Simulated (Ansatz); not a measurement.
Take HfN in the rock salt structure (space group Fm-3m, No. 225; a = 4.468 Å; relaxed with 0.1 eV smearing) as the base. Axes: x, y, z lie along the cube axes.

Level of theory: Kohn–Sham DFT with the LDA functional, run in Ansatz (a quantum-chemistry and plane-wave program) with PAW and 420 eV plane waves, without spin-orbit coupling.

The change: tensile biaxial strain of 1.25 % in the plane normal to [111], as in epitaxy on a mismatched substrate; the out-of-plane cell vector and the atoms relax.

### Question
How does this affect the energy relative to the base?

### Answer
The energy goes up by 5.3 meV/atom.

### Question
Estimate the effect on the ratio −ε⊥/ε∥.

### Answer
The ratio −ε⊥/ε∥ comes out as 0.88.

No phonon test of stability was made. All final runs are without spin polarisation. An odd electron count without spin: HfN.
